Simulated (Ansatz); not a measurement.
**SnGe (model structure, started from the h-BN type, P6₃/mmc, No. 194, 4 atoms in the cell): properties by level of theory**

| level (code) | lattice parameter a (Å) | c axis length (Å) | formation enthalpy (eV/atom) |
|---|---|---|---|
| PBE (Ansatz) | 4.851 | 5.758 | 0.217 |
| PBEsol (Ansatz) | 4.769 | 5.664 | 0.239 |
| PBE-D3(BJ) (Ansatz) | 4.784 | 5.705 | 0.262 |

Ansatz's density-functional and Hartree–Fock values are scalar-relativistic unless marked +SOC, with PAW data made under PBE.

The computed numbers hold no vibrational or temperature effects.

A model structure was made by putting elements into a prototype or built by hand; it is no filed structure, need not be a known phase, and can be a saddle point held by its symmetry.

Ansatz is a program for electronic structure.
